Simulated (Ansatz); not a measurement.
**Effect of biaxial strain +1.00 %, plane normal [001], relaxed out of plane on BP**

Base system: BP in the zinc blende structure (space group F-43m, No. 216; a = 4.537 Å). Axes: x, y, z lie along the cube axes.

Modification: biaxial strain +1.00 %, plane normal [001], relaxed out of plane (Cartesian); in-plane vectors clamped, the third vector and the atoms free.

The values are results of r2SCAN (Ansatz, a program for electronic structure, PAW, no spin-orbit coupling), not measurements. k-mesh 12×12×12 (Γ-centred); smearing 0.05 eV (Fermi–Dirac).

The volume per atom goes up by 0.19 Å³ to 11.86 Å³ and the space group goes from F-43m (No. 216) to I-4m2 (No. 119). The shortest interatomic distance increases by 0.0105 Å (1.964 Å → 1.975 Å) and the energy rises by 2.9 meV/atom. The band gap decreases by 0.20 eV (1.41 eV → 1.21 eV) and the gap character comes out as indirect, Γ → k = (0, 0, 0.417) in the run's primitive reciprocal basis. The electron mass changes from 1.3 mₑ along k, 0.22 mₑ across (off the special points) to 1.2 mₑ along k, 0.22 mₑ across (off the special points) and the hole mass comes out as 0.32 mₑ out of plane, 0.23 mₑ in plane (at Γ). The valence-band top at Γ (three highest levels, from the VBM) changes from 0.00, 0.00, 0.00 eV to 0.00, -0.14, -0.14 eV and the out-of-plane strain is -0.41 %. The ratio −ε⊥/ε∥ comes out as 0.41.

Cost of the whole job for the changed cell (relaxation, final SCF and bands): about 22 core-seconds (a rough figure).

Effective masses come from finite differences of ±0.01 Å⁻¹. Along k means along the line from Γ to the band edge. Stability against distortions was not tested. k-point labels follow each cell's own Brillouin zone.
